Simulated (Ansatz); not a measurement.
# MgB2: strain along the normal

MgB2 (AlB2 type, P6/mmm, 9.479 Å³/atom at rest, c along z) under an equal strain ε in the (0001) plane with the normal axis free, as in a coherent film. PBEsol in Ansatz, a plane-wave DFT program (PAW, default set), 420 eV, 22×22×17 Γ-centred mesh, Fermi-Dirac smearing 0.10 eV; ions are relaxed within the symmetry of each cell.

Here s stands for strain and y for normal strain.

```
strain (%)  normal strain (%)
----------  -----------------
-3.00                       ?
-1.50                    0.39
-1.00                    0.26
-0.50                    0.14
0.00                     0.00
0.50                    -0.14
1.00                    -0.29
1.50                    -0.44
```

Fit y against s with a straight line, and predict the withheld value at s = -3.00.

Means: s 0, y -0.011. About the means, the sum of products is -1.9350 and the sum of squares of s is 7.0000; the slope is their ratio. Least squares gives y = -0.011 - 0.2764·s. Residuals (row less fit): -0.014, -0.005, 0.013, 0.011, 0.009, -0.003, -0.014; standard error 0.013 (degrees of freedom: 5). The slope, -0.28 ± 0.00, is the elastic response of the normal axis, −2C13/C33. At the withheld row, y = -0.011 - 0.2764 × (-3.0) = 0.818%. The calculation gives 0.71%, 0.108% below the prediction (9.4 % of the range of y in the table). The row lies outside the fitted rows, so this is an extrapolation. From the scatter of the fitted rows alone, a prediction at this place has a standard error of 0.020%, so the miss is 5.4 times that.

One order more, fitted to all 13 runs of the series, follows each within 0.01, so the miss is the next term of a smooth law. In a metal these values are sensitive to mesh and smearing; energies are taken to zero smearing, stresses follow the free energy. Rows are the converged runs of the series near zero and its far end; series whose fitted rows scatter by over a few per cent of the range, as at a crossing or softening among them, aren't shown in this form. Most that stay on the fit to the last digits aren't either.
